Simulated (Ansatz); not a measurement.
System: double-hcp La. Method: PBE-D4 (plane waves, PAW; Ansatz, a quantum-chemistry and plane-wave program).

Numerical settings: plane-wave cutoff 520 eV, 18×18×6 k mesh (along the axes of the cell as run), Fermi–Dirac smearing 0.05 eV, scalar-relativistic PAW data made under PBE.

Cell (relaxed at this level):

```
La
1.0
    1.85148    -3.20685     0.00000
    1.85148     3.20685     0.00000
    0.00000     0.00000    11.87314
La
4
Direct
  0.00000   0.00000   0.50000
  0.00000   0.00000   0.00000
  0.33333   0.66667   0.25000
  0.66667   0.33333   0.75000
```

Estimate the bulk modulus and pressure derivative B′ of the bulk modulus that the calculation returns.


bulk modulus: 25.6 GPa
pressure derivative B′ of the bulk modulus: 2.6

The run finds no gap.

Measured, for comparison: bulk modulus 27.9 GPa (room temperature, no zero-point or thermal correction; as tabulated in Wikipedia's data pages). Computed (rounded) less measured: bulk modulus -8 %.

Note: the bulk modulus comes from volumes at which shape and atoms were relaxed.

Spin–orbit coupling is not included.

The computed numbers hold no vibrational or temperature effects.
